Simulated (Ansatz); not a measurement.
The reference is Na$_{2}$S in the anti-fluorite structure (space group Fm-3m, No. 225; a = 6.5014 Å). Axes: x, y, z lie along the cube axes.

Method: DFT with PBEsol, PAW potentials and a 420 eV plane-wave cutoff in Ansatz (an electronic-structure program), no spin-orbit coupling.

Strains are applied to the cell and any free atomic positions relax; under biaxial strain the out-of-plane vector relaxes too.

One change was made to it. Results:

The band gap shrinks by 0.03 eV (2.43 eV → 2.40 eV); the shortest interatomic distance grows by 0.007 Å, from 2.815 Å to 2.822 Å.

Task: Name the change that was made.
(A) biaxial strain −3.00 %, plane normal [001], relaxed out of plane
(B) biaxial strain +0.50 %, plane normal [001], relaxed out of plane
(C) biaxial strain +1.50 %, plane normal [001], relaxed out of plane
(D) biaxial strain −1.50 %, plane normal [001], relaxed out of plane
(E) biaxial strain −2.00 %, plane normal [001], relaxed out of plane

Result: B, biaxial strain +0.50 %, plane normal [001], relaxed out of plane. For comparison, the band gap in the other runs: biaxial strain +1.50 %, plane normal [001], relaxed out of plane gives 2.33 eV; biaxial strain −1.50 %, plane normal [001], relaxed out of plane gives 2.48 eV; biaxial strain −3.00 %, plane normal [001], relaxed out of plane gives 2.52 eV; biaxial strain −2.00 %, plane normal [001], relaxed out of plane gives 2.49 eV.

Stability against distortions was not tested.
